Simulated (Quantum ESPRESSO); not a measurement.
## What a tighter setting buys: K_POINTS, YGa₂N₃ (Cmc2_1, 12 atoms in the cell)

Cell: a = 5.9697 Å, b = 5.9697 Å, c = 5.2993 Å, α = 90.00°, β = 90.00°, γ = 59.61°.

Method of the run: LDA (PW92), PseudoDojo standard norm-conserving (LDA) pseudopotentials (plane waves; Quantum ESPRESSO).

Base settings: ecutwfc = 85 Ry; occupations = smearing; smearing = gaussian; degauss = 0.00147 Ry; potentials = {Y: Y.upf, Ga: Ga.upf, N: N.upf}; K_POINTS = automatic 3 3 3 0 0 0; conv_thr = 1e-09 Ry.

Misses are taken against the tightest run, automatic 4 4 4 0 0 0, which need not be fully converged itself. The energy is the free energy per atom.

The count of work is k-points × plane waves × bands × iterations; it is no time, and leaves out set-up, grids and terms that scale otherwise. Core times come from one kind of shared machine and are given to one figure; runs under 30 s give none.

The starting cell comes from a database of computed structures (which also holds hypothetical and non-ambient phases and stackings), without a prior relaxation at this level. In the base run, with a pressure of about -10 GPa the cell is away from its equilibrium volume at this level.

The runs (K_POINTS): automatic 1 1 1 0 0 0 | automatic 2 2 2 0 0 0 | automatic 3 3 3 0 0 0 | automatic 4 4 4 0 0 0.

Which is the coarsest setting among those run that, with all tighter ones, holds the energy within 20 meV/atom of the reference, and what does it save?

automatic 2 2 2 0 0 0, off by 12 meV/atom; it needs 0.29 of the reference's count of work and about 0.3 of the reference's time.

Which is the coarsest setting among those run that, with all tighter ones, holds the energy within 5 meV/atom of the reference, and what does it save?

automatic 3 3 3 0 0 0, off by 0.73 meV/atom; its saving against the reference is no more than about a factor of 2 in time.

| K_POINTS | energy less reference (meV/atom) | pressure less reference (GPa) | largest difference in the force on any atom (eV/Å) | count of work / reference | core time / reference (rough) |
|---|---|---|---|---|---|
| automatic 1 1 1 0 0 0 | 176.36 | 2.01 | 1.790 | 0.047 | – |
| automatic 2 2 2 0 0 0 | 11.68 | 0.14 | 0.112 | 0.29 | 0.3 |
| automatic 3 3 3 0 0 0 | 0.73 | 0.01 | 0.009 | 0.38 | 0.5 |
| automatic 4 4 4 0 0 0 | 0.00 | 0.00 | 0.000 | 1.0 | 1 |
